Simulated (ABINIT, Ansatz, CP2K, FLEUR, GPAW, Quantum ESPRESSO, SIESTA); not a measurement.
# Te2Mo (P6_3/mmc, 6 atoms in the cell) computed with different codes at matched settings

Self-consistent single point.

```
CELL_PARAMETERS angstrom
      3.62377     0.00000     0.00000
     -1.81188     3.13828     0.00000
      0.00000     0.00000    14.88654
ATOMIC_POSITIONS crystal
  Te 0.33333 0.66667 0.62782
  Te 0.66667 0.33333 0.37218
  Te 0.66667 0.33333 0.12782
  Te 0.33333 0.66667 0.87218
  Mo 0.33333 0.66667 0.25000
  Mo 0.66667 0.33333 0.75000
```

All programs got the same cell, k-point mesh and kind of occupations (in Ansatz's words: kpoints.mp_grid.grid = 5 5 1; scf.occupations.method = fermi_dirac; scf.occupations.width = 0.01 eV); potentials, basis and cutoffs are each program's usual ones.

```json
[
 {"code": "ABINIT", "model": "PBE, PAW (JTH v2.0 PBE PAW)", "pressure (GPa)": "-2.48", "largest force (eV/Å)": "0.362", "k-points": "5", "cutoff": "544 eV"},
 {"code": "Ansatz", "model": "PBE, PAW files", "pressure (GPa)": "-3.14", "largest force (eV/Å)": "0.458", "k-points": "5", "cutoff": "default"},
 {"code": "GPAW", "model": "PBE, GPAW PAW datasets PBE (gpaw-data 1.0.1)", "pressure (GPa)": "-3.54", "largest force (eV/Å)": "0.515", "k-points": "5", "cutoff": "600 eV"},
 {"code": "Quantum ESPRESSO", "model": "PBE, PSlibrary PAW (PBE) pseudopotentials", "pressure (GPa)": "-3.13", "largest force (eV/Å)": "0.420", "k-points": "5", "cutoff": "55 Ry"},
 {"code": "SIESTA", "model": "GGA PBE, numerical atomic orbitals DZP, PseudoDojo PBE standard norm-conserving potentials (rewritten from UPF to PSML)", "pressure (GPa)": "-1.42", "largest force (eV/Å)": "0.021", "k-points": "13", "cutoff": "grid 400 Ry"},
 {"code": "FLEUR", "model": "PBE, all-electron FLAPW (FLEUR), scalar-relativistic valence", "pressure (GPa)": "–", "largest force (eV/Å)": "0.439", "k-points": "5", "cutoff": "Kmax 4.1 1/bohr"},
 {"code": "CP2K", "model": "PBE, GPW, DZVP-MOLOPT-SR-GTH basis, GTH-PBE potentials (GTH_POTENTIALS)", "pressure (GPa)": "-1.62", "largest force (eV/Å)": "0.258", "k-points": "13", "cutoff": "grid 500 Ry"}
]
```

A dash marks a value that a program does not give, or that is left out as unsure.

The spread over the programs that give each value: pressure within 2.12 GPa; largest force within 0.494 eV/Å.

The starting cell comes from a database of computed structures (which also holds hypothetical and non-ambient phases and stackings), without a prior relaxation at this level. Its lattice was rescaled by a random factor within 2.5 % of one. On Ansatz's run: Spin-orbit coupling is off. Spin polarisation is off. In the base run, with a pressure of about -3 GPa the cell is away from its equilibrium volume at this level.

Q: Why do the programs differ, and what cannot be compared?

A: Differences of this kind can come from the potentials, where these differ, and from what each basis and cutoff leave unconverged. The valence holds different numbers of electrons (ABINIT 52, Ansatz (a program for electronic structure) 92, GPAW 52, Quantum ESPRESSO 52, SIESTA 92, FLEUR 92, CP2K 52). The zero of total energies and Fermi levels follows the potentials and each program's conventions, so they are not compared here. SIESTA and CP2K use small atom-centred bases, whose incompleteness enters pressures, forces and empty levels differently from a plane-wave cutoff. FLEUR treats all electrons, but the usual bases taken here (sphere radii, linearisation, local orbitals, empty states) were not tested for convergence, so the values are no reference for the others. Ansatz's pressure is given at a fixed set of plane waves, as the other plane-wave codes print theirs. The programs reduce the same mesh by symmetry to different extents, which changes the work and not the result. In the pressure, SIESTA (by 1.72) and CP2K (by 1.52) lie more than 1 GPa from the median of the plane-wave programs. In the force vectors, SIESTA (by 0.460) and CP2K (by 0.181) lie more than 0.08 eV/Å from the median of the plane-wave programs.

The shared mesh is coarse (it stands for a supercell whose shortest vector is 15 Å), so the values are not converged in it.

This mesh misses zone-boundary points where a band edge of such crystals can lie, so no gaps are given.

Left out of this page: Elk (not drawn, or without a comparable value).

Keys are those of Ansatz 0.2.
